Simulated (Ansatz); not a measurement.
# A computed series for Se: response to strain

The reference is Se (space group P3_121, No. 152; a = 4.506 Å, c = 4.991 Å; made of chains). Axes: x lies along a and z along c of the hexagonal cell.

Strains are applied to the cell and any free atomic positions relax; under stress the whole cell relaxes.

The values are results of r2SCAN, PAW, 500 eV (Ansatz, a quantum-chemistry and plane-wave program; without spin-orbit coupling), not measurements.

| change | smallest direct gap | gap character | space group |
|---|---|---|---|
| base | 1.54 eV | indirect, L → H | P3_121 (No. 152) |
| uniaxial strain ε_yy = −1.76 % | 1.49 eV | indirect, M₂ → D | C2 (No. 5) |
| uniaxial stress, 3 GPa compression along x | 1.28 eV | indirect, M₂ → A | C2 (No. 5) |
| uniaxial stress, 2 GPa tension along z | 1.09 eV | indirect, L–H (40 % along) → H | P3_121 (No. 152) |

Stability under load was not tested beyond the relaxation. No dispersion term is included, though the crystal is made of layers, chains or molecules, so its spacings can come out too wide. k-point labels follow each cell's own Brillouin zone.
